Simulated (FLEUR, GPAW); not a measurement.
A GPAW input for a self-consistent single point of HgI2 (Cmc2_1, 6 atoms in the cell) (DFT PBEsol, plane waves, GPAW PAW datasets PBEsol (made by gpaw-setup)):

```python
from ase import Atoms
from ase.units import GPa
from gpaw import GPAW, PW

atoms = Atoms(['Hg', 'Hg', 'I', 'I', 'I', 'I'],
              cell=[[2.466567, -3.702109, 0.000000],
                    [2.466567, 3.702109, 0.000000],
                    [0.000000, 0.000000, 13.904282]],
              scaled_positions=[[0.656510, 0.343490, 0.001250],
                                [0.343490, 0.656510, 0.501250],
                                [0.602650, 0.397350, 0.631100],
                                [0.397350, 0.602650, 0.131100],
                                [0.084970, 0.915030, 0.370940],
                                [0.915030, 0.084970, 0.870940]],
              pbc=True)

calc = GPAW(mode=PW(550),
            xc='PBEsol',
            kpts={'size': (4, 4, 1), 'gamma': True},
            occupations={'name': 'fixed-uniform'},
            nbands=-4,
            convergence={'forces': 0.001, 'bands': -2},
            symmetry={'symmorphic': False, 'tolerance': 0.0005},
            maxiter=150)

atoms.calc = calc

energy = atoms.get_potential_energy()
print('Energy (eV):', round(energy, 6))
forces = atoms.get_forces()
print('Forces (eV/Ang):')
print(forces.round(5))
stress = atoms.get_stress()
print('Stress (GPa, Voigt):', (stress / GPa).round(4))
```

Q: Translate this input to FLEUR.

A: This is the input that was run; spellings and numerical settings could be chosen otherwise.

Input of the input generator:

```
HgI2 FLAPW
&input film=f /
0.5544658539 -0.8322064749 0.0000000000
0.5544658539 0.8322064749 0.0000000000
0.0000000000 0.0000000000 3.1255788278
8.4065340812
1.0 1.0 1.0

6
80 0.6565100000 0.3434900000 0.0012500000
80 0.3434900000 0.6565100000 0.5012500000
53 0.6026500000 0.3973500000 0.6311000000
53 0.3973500000 0.6026500000 0.1311000000
53 0.0849700000 0.9150300000 0.3709400000
53 0.9150300000 0.0849700000 0.8709400000

&comp jspins=1 /
&exco xctyp='PBEs' /
&kpt div1=4 div2=4 div3=1 gamma=t /
&end /
```

```xml
<?xml version="1.0" encoding="UTF-8" standalone="no"?>
<fleurInput fleurInputVersion="0.39">
   <comment>
      HgI2 FLAPW                                                                                          
   </comment>
   <calculationSetup>
      <cutoffs Kmax="4.4" Gmax="15.4" GmaxXC="15.4" numbands="0"/>
      <scfLoop itmax="60" minDistance="0.00001" maxIterBroyd="99" imix="Anderson" alpha="0.05" precondParam="0.0" spinf="2.0"/>
      <coreElectrons ctail="T" frcor="F" kcrel="0" coretail_lmax="0"/>
      <xcFunctional name="PBEs" relativisticCorrections="F"/>
      <magnetism jspins="1"/>
      <soc l_soc="F" theta="0.0" phi="0.0" spav="F"/>
      <expertModes spex="0" secvar="F"/>
      <geometryOptimization l_f="T" forcealpha="1.0" forcemix="BFGS" epsdisp="0.00001" epsforce="0.00001"/>
      <ldaU l_linMix="F" mixParam="0.05" spinf="1.0"/>
   </calculationSetup>
   <cell>
      <bzIntegration valenceElectrons="104.0" mode="hist" fermiSmearingEnergy="0.0001">
         <kPointListSelection listName="default-1"/>
         <!-- k-points included here -->
         <xi:include xmlns:xi="http://www.w3.org/2001/XInclude" href="kpts.xml"> </xi:include>
      </bzIntegration>
      <!-- symmetry operations included here -->
      <xi:include xmlns:xi="http://www.w3.org/2001/XInclude" href="sym.xml"> </xi:include>
      <bulkLattice scale="1.0">
         <bravaisMatrix>
            <row-1>    4.6611360976720100    -6.9959720938421626     0.0000000000000000</row-1>
            <row-2>    4.6611360976720100     6.9959720938421626     0.0000000000000000</row-2>
            <row-3>    0.0000000000000000     0.0000000000000000    26.2752849393778476</row-3>
         </bravaisMatrix>
      </bulkLattice>
   </cell>
   <atomSpecies>
      <species name="Mercury (Hg)" element="Hg" atomicNumber="80">
         <mtSphere radius="2.28" gridPoints="803" logIncrement="0.017"/>
         <atomicCutoffs lmax="10" lnonsphr="8"/>
         <electronConfig flipSpins="F">
            <coreConfig>(1s1/2) (2s1/2) (2p1/2) (2p3/2) (3s1/2) (3p1/2) (3p3/2) (4s1/2) (3d3/2) (3d5/2) (4p1/2) (4p3/2) (5s1/2) (4d3/2) (4d5/2) (4f5/2) (4f7/2)</coreConfig>
            <valenceConfig>(5p1/2) (5p3/2) (6s1/2) (5d3/2) (5d5/2)</valenceConfig>
         </electronConfig>
         <energyParameters s="6" p="6" d="5" f="5"/>
         <lo type="SCLO" l="1" n="5" eDeriv="0"/>
         <lo type="HELO" l="2" n="6" eDeriv="0"/>
      </species>
      <species name="Iodine (I)" element="I" atomicNumber="53">
         <mtSphere radius="2.28" gridPoints="803" logIncrement="0.016"/>
         <atomicCutoffs lmax="10" lnonsphr="8"/>
         <electronConfig flipSpins="F">
            <coreConfig>(1s1/2) (2s1/2) (2p1/2) (2p3/2) (3s1/2) (3p1/2) (3p3/2) (4s1/2) (3d3/2) (3d5/2) (4p1/2) (4p3/2)</coreConfig>
            <valenceConfig>(5s1/2) (4d3/2) (4d5/2) (5p1/2) (5p3/2)</valenceConfig>
            <stateOccupation state="(5p1/2)" spinUp="0.8333333333333" spinDown="0.8333333333333"/>
            <stateOccupation state="(5p3/2)" spinUp="1.6666666666667" spinDown="1.6666666666667"/>
         </electronConfig>
         <energyParameters s="5" p="5" d="5" f="4"/>
         <lo type="SCLO" l="2" n="4" eDeriv="0"/>
      </species>
   </atomSpecies>
   <atomGroups>
      <atomGroup species="Mercury (Hg)">
         <relPos label="                   1">-.3434900000 .3434900000 .0012500000</relPos>
         <relPos label="                   2">.3434900000 -.3434900000 -.4987500000</relPos>
         <force calculate="T" relaxXYZ="TTT"/>
      </atomGroup>
      <atomGroup species="Iodine (I)">
         <relPos label="                   3">-.3973500000 .3973500000 -.3689000000</relPos>
         <relPos label="                   4">.3973500000 -.3973500000 .1311000000</relPos>
         <force calculate="T" relaxXYZ="TTT"/>
      </atomGroup>
      <atomGroup species="Iodine (I)">
         <relPos label="                   5">.0849700000 -.0849700000 .3709400000</relPos>
         <relPos label="                   6">-.0849700000 .0849700000 -.1290600000</relPos>
         <force calculate="T" relaxXYZ="TTT"/>
      </atomGroup>
   </atomGroups>
   <output dos="F" band="F" slice="F">
      <checks vchk="F" cdinf="F"/>
      <bandDOS minEnergy="-.5*Htr" maxEnergy="0.5*Htr" sigma="0.015" storeEVData="T"/>
      <vacuumDOS vacdos="F" integ="F" star="F" nstars="0" locx1="0.0" locy1="0.0" locx2="0.0" locy2="0.0" nstm="0" tworkf="0.0"/>
      <unfoldingBand unfoldBand="F" supercellX="1" supercellY="1" supercellZ="1"/>
      <plotting iplot="0" polar="F">
         <plot TwoD="T" vec1="  1.0  0.0  0.0" vec2="  0.0  1.0  0.0" vec3="  0.0  0.0  1.0" zero="  0.0  0.0  0.0" file="plot"/>
      </plotting>
      <chargeDensitySlicing numkpt="0" minEigenval="0.0" maxEigenval="0.0" nnne="0" pallst="F"/>
      <specialOutput eonly="F"/>
      <magneticCircularDichroism mcd="F" energyLo="-10.0" energyUp="0.0"/>
   </output>
  <!-- We include the file relax.xml here to enable relaxations (see documentation) -->
  <xi:include xmlns:xi="http://www.w3.org/2001/XInclude" href="relax.xml"> <xi:fallback/> </xi:include>
</fleurInput>
```

Basis, cutoffs, solver keys and any potentials are the target program's own. This input uses DFT, PBEsol, all-electron FLAPW (FLEUR), scalar-relativistic valence.

The starting cell comes from a database of computed structures (which also holds hypothetical and non-ambient phases and stackings), without a prior relaxation at this level. Its lattice was rescaled by a random factor within 2.5 % of one.
